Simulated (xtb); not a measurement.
xtb 6.7.1, GFN2-xTB: CO[Si](OC)(OC)N(C)[Si](C)(O)O, 30 atoms. The geometry is a generated start, not checked to be a minimum at this level.

```yaml
method: GFN2-xTB
"--acc": 1 (default)
"--etemp (K)": 300 (default)
detailed input (--input): "none: ANC optimiser, Lindh (1995) Hessian, microcycle=20, maxdispl=1.0, hlow=0.01 (default)"
basis_functions: 81
valence_electrons: 80
```

```xyz
30

Si     1.5667    -0.0402    -1.3501
C      3.4245    -0.3043    -1.4988
O      0.8702    -1.3129    -2.0889
O      1.1425     1.3528    -2.0915
N      1.0430     0.0164     0.3178
C      1.9868     0.2490     1.3972
Si    -0.6457     0.2075     0.4963
O     -1.1853     1.5322    -0.2928
C     -2.2259     1.6273    -1.2385
O     -0.8816     0.3047     2.1016
C     -2.1019     0.5967     2.7214
O     -1.4715    -1.0211    -0.2136
C     -1.3494    -2.3808     0.1356
H      3.9777     0.5169    -1.0590
H      3.7409    -1.2243    -1.0224
H      3.6919    -0.3644    -2.5462
H     -0.0818    -1.3983    -2.0460
H      0.5192     1.9174    -1.6338
H      1.4764     0.1440     2.3489
H      2.7941    -0.4797     1.3368
H      2.4167     1.2516     1.3384
H     -1.9643     1.0832    -2.1480
H     -2.3599     2.6855    -1.4679
H     -3.1545     1.2191    -0.8386
H     -2.8806    -0.1008     2.4048
H     -1.9549     0.5122     3.7983
H     -2.4205     1.6121     2.4765
H     -1.6002    -2.5328     1.1862
H     -0.3289    -2.7258    -0.0332
H     -2.0439    -2.9431    -0.4902
```

The structure is relaxed from this start with --opt LEVEL for the levels crude, sloppy, loose, lax, normal, tight, vtight, extreme, once each. Up to the end of the extreme run atoms move by at most 1.2 Å along an axis.

Q: Which level is enough to come within 1 meV of the tightest end point?

A: normal: 59 cycles against 84, ending 0.43 meV above.

```tsv
level	cycles	energy above the extreme run (meV)	gradient norm (eV/Å)
crude	1	97	0.12
sloppy	1	97	0.12
loose	1	97	0.12
lax	1	97	0.12
normal	59	0.43	0.046
tight	65	0.10	0.017
vtight	82	under 0.01	0.0034
extreme	84	—	0.0019
```
